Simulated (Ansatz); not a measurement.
The cell is built on a prototype and need not be the phase stable at ambient conditions.

Here is the system:

```
CELL_PARAMETERS angstrom
      4.88870     0.00000     0.00000
      0.00000     4.14754     0.00000
      0.00000     0.00000     4.88870
ATOMIC_POSITIONS crystal
  Mg 0.00000 0.92806 0.50000
  Mg 0.50000 0.07194 0.00000
  S  0.00000 0.00000 0.00000
  S  0.50000 0.00000 0.50000
```

Space group of this cell: P4/nmm. The cell was relaxed by PBE-D3(BJ); by r2SCAN its mean pressure is 0.9 GPa.

Transport runs along the normal of the first two printed cell vectors.

The gap is the functional's own, uncorrected, and κ follows it; spin-orbit coupling is left out. Mid-gap values are interpolated between the computed energies.

Task: State the band gap and the smallest decay constant κ at mid-gap according to r2SCAN (Ansatz, a first-principles code).

Result: Gap 2.08 eV on a 6×8×6 mesh; κ = 0.226 1/Å, at the zone centre.
